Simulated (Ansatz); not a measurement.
Start from C in the diamond structure (space group Fd-3m, No. 227; a = 3.554 Å).

Level of theory: PBEsol (Ansatz, a program for electronic structure, PAW, scalar-relativistic without spin-orbit coupling).

Strains are applied to the cell and any free atomic positions relax.

One change was made to it. Results:

| quantity | base | after |
|---|---|---|
| energy relative to the base (free energy F) | 0 meV/atom | +47 meV/atom |
| smallest direct gap | 5.57 eV | 5.78 eV |

What was done to the base?
(A) isotropic strain −0.50 %
(B) isotropic strain −2.50 %
(C) isotropic strain −3.00 %
(D) isotropic strain −2.00 %
(E) isotropic strain +1.00 %

B, isotropic strain −2.50 %. For comparison, the energy relative to the base in the other runs: isotropic strain −2.00 % gives +30 meV/atom; isotropic strain +1.00 % gives +6.9 meV/atom; isotropic strain −0.50 % gives +1.8 meV/atom; isotropic strain −3.00 % gives +69 meV/atom.

Whether these cells are dynamically stable was not tested.
